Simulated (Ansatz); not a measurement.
# How far PBE and PBEsol part for hypothetical P4_2/mnm MgO, pressure 10 GPa

Take MgO (space group P4_2/mnm, No. 136; a = 5.565 Å, c = 3.292 Å; a hypothetical phase, not in the database extracts checked) as the base.

(Cell as relaxed with PBE.)

Levels (all Ansatz, a first-principles code, PAW): PBE (420 eV, no SOC); PBEsol (420 eV, scalar-relativistic without spin-orbit coupling).

Each level relaxes its own structure.

| base | PBE | PBEsol |
|---|---|---|
| volume per atom | 12.75 Å³ | 12.43 Å³ |
| lattice parameter a | 5.565 Å | 5.510 Å |
| band gap | 3.38 eV | 3.36 eV |

Modification: a hydrostatic pressure of 10 GPa.

| quantity | PBE | PBEsol |
|---|---|---|
| band gap | 3.73 eV | [?] |
| shift of the gap caused by the change | +0.35 eV | [?] |
| volume per atom | 11.70 Å³ | [?] |

Task: What does PBEsol give?

Result: 
- band gap, PBEsol: 3.67 eV
- shift of the gap caused by the change, PBEsol: +0.32 eV
- volume per atom, PBEsol: 11.39 Å³

PBE's band gap lies 0.053 eV above PBEsol's; PBE's shift of the gap caused by the change lies 0.03 eV above PBEsol's; PBE's volume per atom lies 0.31 Å³ above PBEsol's (2.8 %). Neither level is exact; PBEsol is the comparison here, not a measurement.

Load acts through the strain it causes; cell and atoms are relaxed under it. Stability against distortions was not tested. Competing high-pressure phases were not computed.
